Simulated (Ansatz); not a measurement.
The parent structure is Cu in the fcc (Cu type) structure (space group Fm-3m, No. 225; relaxed with 0.1 eV smearing).

```
Cu
1.0
    0.00000     1.78189     1.78189
    1.78189     0.00000     1.78189
    1.78189     1.78189     0.00000
Cu
1
Direct
  0.00000   0.00000   0.00000
```

Cartesian axes are those of the cell as printed.

Level of theory: Kohn–Sham DFT with the PBEsol functional, run in Ansatz (an electronic-structure program) with PAW and 420 eV plane waves, no spin-orbit coupling.

Base values:

- Pressure = 0.0 GPa

One thing is altered: the cell is compressed by 2.50 % along z with no lateral relaxation; the atoms relax in the strained cell.

**Question.** What does the calculation give for the pressure after the change?

**Answer.** The pressure (mean of the normal stresses, compression positive) goes from zero to 4.5 GPa.

Whether these cells are dynamically stable was not tested. All final runs are without spin polarisation.
